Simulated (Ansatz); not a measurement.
## fcc Ni, ferromagnetic (1 1 1) on diamond (1 1 1) (film strained to the substrate, started from cuts of the bulks and a machine-learned relaxation; started ferromagnetic)

A periodic stack without vacuum, fcc Ni, ferromagnetic (1 1 1) on diamond (1 1 1) (film strained to the substrate, started from cuts of the bulks and a machine-learned relaxation; started ferromagnetic): substrate slab C14, film Ni5, surface cells [[-1, 1], [-1, 0]] and [[0, -1], [1, -1]], film strained by +1.5 and +1.5 %, outermost planes C/C and Ni/Ni as cut, which need not be the usual terminations and can put a slab off its formula.

The start was prepared with a machine-learned potential, and the result is one local minimum, with the in-plane cell held and forces under 0.04 eV/Å; the film can end far from its bulk form.

All values below come from PBE (plane waves to 420 eV, PAW; Ansatz, an electronic-structure program). Scalar-relativistic, without spin–orbit coupling; PBE gaps are too small against experiment. Its k-point mesh 14×14×1, Fermi–Dirac width 0.05 eV.

- interface area = 5.5 Å²
- period = 24.85 Å
- gaps between the outermost planes at the two interfaces = 1.96 and 1.96 Å
- C–Ni contacts across the interfaces within 1.22 times the sum of covalent radii = 2, mean 1.96 Å
- hole barrier (PBE) = 0.41 eV
- electron barrier (PBE) = 3.72 eV

```yaml
crystal:
  lattice:
    - [2.52513, -0.00002, 0.05248]
    - [1.26262, 2.18711, 0.02644]
    - [0.72706, -0.72574, 24.86620]
  atoms:
    - { symbol: C, position: [0.03304, 0.09952, 0.05817] }
    - { symbol: C, position: [0.71201, 0.75999, 0.03951] }
    - { symbol: C, position: [0.31086, 0.46087, 0.14233] }
    - { symbol: C, position: [0.99093, 0.12079, 0.12201] }
    - { symbol: C, position: [0.58944, 0.82178, 0.22548] }
    - { symbol: C, position: [0.26969, 0.48161, 0.20486] }
    - { symbol: C, position: [0.86812, 0.18259, 0.30849] }
    - { symbol: C, position: [0.54840, 0.84242, 0.28783] }
    - { symbol: C, position: [0.14683, 0.54334, 0.39146] }
    - { symbol: C, position: [0.82709, 0.20319, 0.37085] }
    - { symbol: C, position: [0.42561, 0.90400, 0.47431] }
    - { symbol: C, position: [0.10567, 0.56396, 0.45399] }
    - { symbol: C, position: [0.70455, 0.26450, 0.55681] }
    - { symbol: C, position: [0.38353, 0.92501, 0.53815] }
    - { symbol: Ni, position: [0.65103, 0.28924, 0.63573], spin: 0.7 }
    - { symbol: Ni, position: [0.92965, 0.64890, 0.71737], spin: 0.7 }
    - { symbol: Ni, position: [0.20868, 0.00889, 0.79816], spin: 0.7 }
    - { symbol: Ni, position: [0.48761, 0.36966, 0.87896], spin: 0.7 }
    - { symbol: Ni, position: [0.76598, 0.73140, 0.96059], spin: 0.7 }
```
